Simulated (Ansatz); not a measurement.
Partial pair distribution functions of a relaxed model of amorphous Ga$_{24}$O$_{37}$Na$_{2}$, broadened by 0.06 Å; density 4.87 g/cm³. The numbers are results of PBE, scalar-relativistic without spin-orbit coupling (plane waves to 420 eV, PAW; Ansatz, an electronic-structure program), not measurements.

The cell was made by melting and quenching with the CHGNet potential and then relaxed with DFT. O atoms were pushed apart under 1.9 Å during the dynamics, to hinder bonds among them. The hot cell started wider than the set density and was brought back towards it in steps. It is the lowest in DFT energy of 2 quenches. It is a model cell: composition and starting density were chosen by hand, and all elements were melted together. No dispersion term was used. Its density started from a set value of 4.87 and ended at 4.87 g/cm³. Cooling (nominally 330 K/ps over its main leg) ran many orders faster than in experiment, which tends to leave more defects and strain. A cell of this size samples the disorder only roughly. The volume was held where the preparation left it and the shape relaxed, at a PBE pressure of 1.4 GPa. Stress components on the final sampling reach 1.5 GPa.

```json
[
 {"r (Å)": "1.60", "g Ga-O": "0.01", "g O-Na": "0.00", "g Ga-Ga": "0.00", "g O-O": "0.00"},
 {"r (Å)": "1.70", "g Ga-O": "0.58", "g O-Na": "0.00", "g Ga-Ga": "0.00", "g O-O": "0.00"},
 {"r (Å)": "1.80", "g Ga-O": "5.45", "g O-Na": "0.00", "g Ga-Ga": "0.00", "g O-O": "0.00"},
 {"r (Å)": "1.90", "g Ga-O": "8.95", "g O-Na": "0.00", "g Ga-Ga": "0.00", "g O-O": "0.00"},
 {"r (Å)": "2.00", "g Ga-O": "3.62", "g O-Na": "0.04", "g Ga-Ga": "0.00", "g O-O": "0.00"},
 {"r (Å)": "2.10", "g Ga-O": "0.84", "g O-Na": "1.32", "g Ga-Ga": "0.00", "g O-O": "0.00"},
 {"r (Å)": "2.20", "g Ga-O": "0.60", "g O-Na": "3.93", "g Ga-Ga": "0.00", "g O-O": "0.00"},
 {"r (Å)": "2.30", "g Ga-O": "0.19", "g O-Na": "4.00", "g Ga-Ga": "0.00", "g O-O": "0.00"},
 {"r (Å)": "2.40", "g Ga-O": "0.10", "g O-Na": "1.91", "g Ga-Ga": "0.00", "g O-O": "0.03"},
 {"r (Å)": "2.50", "g Ga-O": "0.12", "g O-Na": "2.23", "g Ga-Ga": "0.00", "g O-O": "0.47"},
 {"r (Å)": "2.60", "g Ga-O": "0.19", "g O-Na": "1.09", "g Ga-Ga": "0.00", "g O-O": "1.10"},
 {"r (Å)": "2.70", "g Ga-O": "0.18", "g O-Na": "0.76", "g Ga-Ga": "0.01", "g O-O": "1.56"},
 {"r (Å)": "2.80", "g Ga-O": "0.09", "g O-Na": "0.10", "g Ga-Ga": "0.27", "g O-O": "2.13"},
 {"r (Å)": "2.90", "g Ga-O": "0.09", "g O-Na": "0.00", "g Ga-Ga": "1.03", "g O-O": "2.81"},
 {"r (Å)": "3.00", "g Ga-O": "0.27", "g O-Na": "0.00", "g Ga-Ga": "1.89", "g O-O": "3.08"},
 {"r (Å)": "3.10", "g Ga-O": "0.30", "g O-Na": "0.00", "g Ga-Ga": "2.73", "g O-O": "2.40"},
 {"r (Å)": "3.20", "g Ga-O": "0.40", "g O-Na": "0.03", "g Ga-Ga": "4.04", "g O-O": "2.01"},
 {"r (Å)": "3.30", "g Ga-O": "0.87", "g O-Na": "0.64", "g Ga-Ga": "3.69", "g O-O": "1.57"},
 {"r (Å)": "3.40", "g Ga-O": "1.00", "g O-Na": "1.68", "g Ga-Ga": "2.33", "g O-O": "1.21"},
 {"r (Å)": "3.50", "g Ga-O": "1.24", "g O-Na": "1.87", "g Ga-Ga": "1.34", "g O-O": "0.96"},
 {"r (Å)": "3.60", "g Ga-O": "1.26", "g O-Na": "1.03", "g Ga-Ga": "0.75", "g O-O": "0.80"},
 {"r (Å)": "3.70", "g Ga-O": "1.18", "g O-Na": "1.19", "g Ga-Ga": "0.55", "g O-O": "0.48"},
 {"r (Å)": "3.80", "g Ga-O": "1.08", "g O-Na": "1.64", "g Ga-Ga": "0.37", "g O-O": "0.45"},
 {"r (Å)": "3.90", "g Ga-O": "1.06", "g O-Na": "1.84", "g Ga-Ga": "0.34", "g O-O": "0.47"},
 {"r (Å)": "4.00", "g Ga-O": "1.23", "g O-Na": "0.99", "g Ga-Ga": "0.53", "g O-O": "0.37"},
 {"r (Å)": "4.10", "g Ga-O": "1.11", "g O-Na": "0.98", "g Ga-Ga": "0.81", "g O-O": "0.56"},
 {"r (Å)": "4.20", "g Ga-O": "1.05", "g O-Na": "0.72", "g Ga-Ga": "0.80", "g O-O": "0.48"},
 {"r (Å)": "4.30", "g Ga-O": "1.29", "g O-Na": "0.64", "g Ga-Ga": "0.51", "g O-O": "0.48"},
 {"r (Å)": "4.40", "g Ga-O": "1.43", "g O-Na": "0.44", "g Ga-Ga": "0.47", "g O-O": "0.48"},
 {"r (Å)": "4.50", "g Ga-O": "1.42", "g O-Na": "0.97", "g Ga-Ga": "0.58", "g O-O": "0.66"}
]
```

Within 2.36 Å each Ga has 4.33 O neighbours on average.
